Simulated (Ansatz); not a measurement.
Amorphous Si$_{27}$N$_{40}$B$_{4}$

Preparation: random packing, a CHGNet melt and quench, and a DFT relaxation. N atoms were pushed apart under 1.9 Å during the dynamics, to hinder bonds among them. The hot cell started wider than the set density and was brought back towards it in steps. It is the lowest in DFT energy of 2 quenches. It is a model cell: composition and starting density were chosen by hand, and all elements were melted together. No dispersion term was used.

Methods: PBE, scalar-relativistic without spin-orbit coupling (Ansatz, a program for electronic structure); r2SCAN, scalar-relativistic without spin-orbit coupling (Ansatz); HSE06, scalar-relativistic without spin-orbit coupling (Ansatz). Geometry, pressure, stress and energy are those of the PBE run. Its sampling: a 2×2×2 Γ-centred mesh; Fermi-Dirac width 0.02 eV; no spin polarisation. Other functionals are single points at the zone centre (r2SCAN at 500 eV; exact exchange cut at the cell's faces), free to take moments where seeds were set. At PBE the levels at the filled edge of the gap are localised (band-tail or defect states), and the nearest spread-out levels lie 2.9 eV apart at the zone centre.

| Property | Value |
|---|---|
| Number of atoms in the cell | 71 |
| Density (held, not predicted) | 2.89 g/cm³ |
| Volume per atom | 11.02 Å³ |
| Pressure on a 2×2×2 Γ-centred mesh | 1.07 GPa |
| Largest force and stress component on that mesh (the relaxation ran on the zone centre alone) | 0.10 eV/Å and 1.1 GPa |
| Energy relative to beta Si3N4 + bulk hexagonal BN (AA') (lowest mix at this level among the phases computed, not always the ambient ones) | 0.348 eV/atom |
| Level gap on a 2×2×2 Γ-centred mesh (PBE) | 2.29 eV |
| Level gap at the zone centre (PBE) | 2.31 eV |
| Level gap at the zone centre (r2SCAN) | 2.72 eV |
| Level gap at the zone centre (HSE06) | 3.60 eV |

Cut-offs for bonds: Si-Si 2.60 Å, Si-N 2.12 Å, Si-B 2.28 Å, N-N 1.70 Å, N-B 1.86 Å, B-B 1.97 Å. Two cations that share two anions don't count as bonded, nor two that share one unless they lie closer than Si-Si 2.38 Å, Si-B 2.09 Å, B-B 1.80 Å.

```
Item                                                              Result
---------------------------------  -------------------------------------
Mean coordination of Si by anions             4.04 (26 with 4, 1 with 5)
Mean coordination of N              3.02 (1 with 2, 37 with 3, 2 with 4)
Mean coordination of B by anions                         3.00 (4 with 3)
Mean Si-N bond                     1.766 Å (spread 0.064 Å, 109 counted)
Mean N-B bond                       1.471 Å (spread 0.046 Å, 12 counted)
```

Its density started from a set value of 2.89 g/cm³. The quench (nominally 450 K/ps over its main leg) was far faster than any real one, so the model tends to hold more defects than a real film. Values belong to this one cell and scatter from quench to quench. The volume was held where the preparation left it and the shape relaxed, at a PBE pressure of 1.1 GPa. Stress components on the final sampling reach 1.1 GPa.
